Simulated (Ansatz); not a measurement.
The cell is made up: elements placed on another compound's structure type, so the phase may be hypothetical.

Tunnelling through a barrier is set by its complex band structure: the current falls as exp(−2κd) with the smallest κ.

Data:

```xyz
8
Lattice="4.1844 0.0000 0.0000 0.0000 7.1859 0.0000 0.0000 0.0000 7.1859" Properties=species:S:1:pos:R:3 pbc="T T T"
In     0.0000     4.8747     2.3112
In     0.0000     2.3112     4.8747
In     2.0922     5.9042     5.9042
In     2.0922     1.2817     1.2817
P      0.0000     2.2907     2.2907
P      0.0000     4.8952     4.8952
P      2.0922     5.8837     1.3023
P      2.0922     1.3023     5.8837
```

Space group of this cell: P4_2/mnm. The cell was relaxed by PBE-D3(BJ).

Transport runs along the normal of the first two printed cell vectors.

No gap correction and no spin-orbit coupling; mid-gap values are interpolated between computed energies.

Problem. State the band gap and the smallest decay constant κ at mid-gap according to r2SCAN (Ansatz, a first-principles code).

Solution. Gap 1.19 eV on a 8×4×4 mesh; κ = 0.083 1/Å, at the zone centre.
